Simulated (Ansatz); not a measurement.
Functionals compared on a constructed model of the (111) surface of fcc Ni, ferromagnetic, a pseudomorphic layer of Ru in the host's stacking (bottom of the slab: a bare face, its two planes held), in Ansatz (plane waves, PAW). The structure was relaxed with PBE; the other rows are single points on it. Cutoff 420 eV.

Model: 7-atom slab, 12.6 Å thick at the start, 17x17x1 mesh, Fermi-Dirac 0.1 eV, dipole correction, 2 atoms held, the rest relaxed; held to the start's symmetry, so lower structures may exist; spin-polarised, ending with about 3.5 μB a cell; orders that need a larger cell were not tried, no spin-orbit, no U. It is one candidate, not shown to be the stable structure of the face. These notes are the PBE run's.

```tsv
functional	work function of the top face (eV)	magnetic moment of the cell (μB)	rough cost of the single point
PBE	5.30	3.50	–
RPBE	(withheld)	3.57	very roughly 100 core-seconds
```

Task: Complete the blanks.

Result: 
- RPBE, work function of the top face (eV): 5.14

Ansatz is an electronic-structure program.
